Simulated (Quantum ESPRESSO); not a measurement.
# Refining one setting for Sr₃GeO (Pnma, 20 atoms in the cell)

```yaml
crystal:
  lattice:
    - [7.12071, 0.00000, 0.00000]
    - [0.00000, 10.06173, 0.00000]
    - [0.00000, 0.00000, 7.09413]
  atoms:
    - { symbol: Sr, position: [0.78065, 0.96927, 0.21856] }
    - { symbol: Sr, position: [0.21935, 0.03073, 0.78144] }
    - { symbol: Sr, position: [0.71935, 0.03073, 0.71856] }
    - { symbol: Sr, position: [0.28065, 0.96927, 0.28144] }
    - { symbol: Sr, position: [0.28065, 0.53073, 0.28144] }
    - { symbol: Sr, position: [0.71935, 0.46927, 0.71856] }
    - { symbol: Sr, position: [0.21935, 0.46927, 0.78144] }
    - { symbol: Sr, position: [0.78065, 0.53073, 0.21856] }
    - { symbol: Sr, position: [0.48996, 0.75000, 0.94086] }
    - { symbol: Sr, position: [0.51004, 0.25000, 0.05914] }
    - { symbol: Sr, position: [0.01004, 0.25000, 0.44086] }
    - { symbol: Sr, position: [0.98996, 0.75000, 0.55914] }
    - { symbol: Ge, position: [0.02470, 0.75000, 0.00544] }
    - { symbol: Ge, position: [0.97530, 0.25000, 0.99456] }
    - { symbol: Ge, position: [0.47530, 0.25000, 0.50544] }
    - { symbol: Ge, position: [0.52470, 0.75000, 0.49456] }
    - { symbol: O, position: [0.00000, 0.50000, 0.50000] }
    - { symbol: O, position: [0.50000, 0.50000, 0.00000] }
    - { symbol: O, position: [0.50000, 0.00000, 0.00000] }
    - { symbol: O, position: [0.00000, 0.00000, 0.50000] }
```

Method of the run: PBEsol, GBRV 1.5 ultrasoft (PBESOL) pseudopotentials (plane waves; Quantum ESPRESSO).

The starting cell comes from a database of computed structures (which also holds hypothetical and non-ambient phases and stackings), without a prior relaxation at this level. Its lattice was rescaled by a random factor within 2.5 % of one.

Held fixed: ecutwfc = 50 Ry; occupations = smearing; smearing = gaussian; degauss = 0.0036749 Ry; potentials = {Sr: sr_pbesol_v1.uspp.F.UPF, Ge: ge_pbesol_v1.4.uspp.F.UPF, O: o_pbesol_v1.2.uspp.F.UPF}; K_POINTS = automatic 2 2 2 0 0 0; conv_thr = 1e-11 Ry; mixing_beta = 0.3.

ΔF is the free energy per atom less that of the last row (300 Ry).

The series runs over ecutrho = 100 Ry; 150 Ry; 200 Ry; 250 Ry; 300 Ry.

From which setting on does the gap on the mesh stay within 0.01 eV of the last one?

From ecutrho = 150 Ry on; the one before it is off by 0.027 eV. The value it settles on is 0.305 eV at this level of theory and with the other settings as held.

From which setting on does the energy stay within 0.5 meV/atom of the last one?

From ecutrho = 150 Ry on; the one before it is off by 28 meV/atom.

| ecutrho | ΔF (meV/atom) | pressure (GPa) | largest force (eV/Å) | gap on the mesh (eV) |
|---|---|---|---|---|
| 100 Ry | -27.9 | 1.65 | 0.099 | 0.332 |
| 150 Ry | 0.03 | -0.57 | 0.093 | 0.305 |
| 200 Ry | 0.05 | -0.57 | 0.093 | 0.305 |
| 250 Ry | -0.01 | -0.57 | 0.093 | 0.305 |
| 300 Ry | 0.00 | -0.57 | 0.093 | 0.305 |

The gap is read on the k-point mesh of the run and can differ from the gap over the whole zone at this level.
